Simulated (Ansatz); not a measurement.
Consider a periodic stack without vacuum, tetragonal ZrO2 (1 0 1) on germanium (1 1 1) (film strained to the substrate, faces as cut): substrate slab Ge24, film Zr16O32, surface cells [[-1, 2], [-2, 1]] and [[2, 0], [1, 1]], film strained by -4.6 and -2.6 %, faces Ge/Ge and O/O as cut (like faces can put a slab off its formula). Its start:

```
CELL_PARAMETERS angstrom
      7.05441    -0.00010     0.04154
      3.52715     6.10931     0.04363
     -1.60555     2.13527    26.85068
ATOMIC_POSITIONS crystal
  Ge 0.61353 0.76192 0.07972
  Ge 0.26369 0.42058 0.07232
  Ge 0.94662 0.08081 0.07723
  Ge 0.26478 0.08305 0.04268
  Ge 0.92127 0.77494 0.04106
  Ge 0.59711 0.44133 0.04746
  Ge 0.99461 0.37228 0.20070
  Ge 0.65622 0.03952 0.20114
  Ge 0.32033 0.70690 0.20011
  Ge 0.64756 0.71436 0.17150
  Ge 0.31313 0.38353 0.16673
  Ge 0.97429 0.05476 0.16962
  Ge 0.37026 0.99506 0.32596
  Ge 0.04217 0.65569 0.32670
  Ge 0.70561 0.32451 0.32145
  Ge 0.03024 0.33649 0.29343
  Ge 0.69478 0.99920 0.29424
  Ge 0.35776 0.67330 0.29381
  Ge 0.75153 0.60541 0.45456
  Ge 0.43737 0.27952 0.45168
  Ge 0.08311 0.95198 0.43706
  Ge 0.42388 0.95215 0.41997
  Ge 0.07254 0.61616 0.42171
  Ge 0.74181 0.30214 0.41415
  Zr 0.20576 0.97269 0.57268
  Zr 0.70091 0.97811 0.57467
  Zr 0.19354 0.48189 0.57448
  Zr 0.70633 0.50121 0.55488
  O  0.00803 0.85097 0.54639
  O  0.50228 0.86427 0.54286
  O  0.82931 0.19503 0.60120
  O  0.38194 0.16799 0.60787
  O  0.40641 0.59457 0.58186
  O  0.87062 0.62323 0.59143
  O  0.05726 0.29125 0.53961
  O  0.50573 0.27083 0.52050
  Zr 0.40563 0.62079 0.69707
  Zr 0.90590 0.61739 0.69561
  Zr 0.40266 0.12338 0.68467
  Zr 0.88558 0.14406 0.67853
  O  0.20042 0.51577 0.65859
  O  0.70687 0.50359 0.66862
  O  0.06476 0.82566 0.72345
  O  0.55210 0.82473 0.72643
  O  0.58229 0.26097 0.70818
  O  0.09473 0.25335 0.70869
  O  0.23701 0.92625 0.64919
  O  0.75356 0.92532 0.65381
  Zr 0.61109 0.26653 0.81621
  Zr 0.11213 0.25901 0.81642
  Zr 0.60320 0.78028 0.81176
  Zr 0.09447 0.78192 0.80052
  O  0.42582 0.14041 0.78941
  O  0.90314 0.14730 0.78565
  O  0.24222 0.47520 0.84411
  O  0.78443 0.45813 0.84459
  O  0.81237 0.89193 0.84044
  O  0.28240 0.90730 0.82514
  O  0.44346 0.56946 0.77436
  O  0.94164 0.57957 0.77209
  Zr 0.82457 0.90308 0.93326
  Zr 0.31851 0.91840 0.94508
  Zr 0.80268 0.41733 0.92361
  Zr 0.30518 0.40364 0.92120
  O  0.58860 0.77856 0.89997
  O  0.18250 0.74097 0.91716
  O  0.50843 0.08850 0.96003
  O  0.95999 0.09763 0.95521
  O  0.98761 0.54672 0.94676
  O  0.55783 0.52545 0.97618
  O  0.62528 0.25419 0.89174
  O  0.16855 0.20519 0.89372
```

The start was prepared with a machine-learned potential, and the result is one local minimum, with the in-plane cell held and forces under 0.04 eV/Å; the film can end far from its bulk form.

These are PBE (plane waves to 420 eV, PAW; Ansatz, an electronic-structure program) values and carry that method's errors. Scalar-relativistic, without spin–orbit coupling; the runs are not spin-polarised; PBE gaps are too small against experiment. Its k-point mesh 4×4×1, Fermi–Dirac width 0.05 eV.

Task: Predict the relaxed interface.

Result: interface area: 43.1 Å²
period: 27.13 Å
gaps between the outermost planes at the two interfaces: 1.66 and 1.90 Å
Ge–Zr contacts across the interfaces within 1.22 times the sum of covalent radii: 4, mean 3.02 Å
Ge–O contacts across the interfaces within 1.22 times the sum of covalent radii: 2, mean 1.92 Å
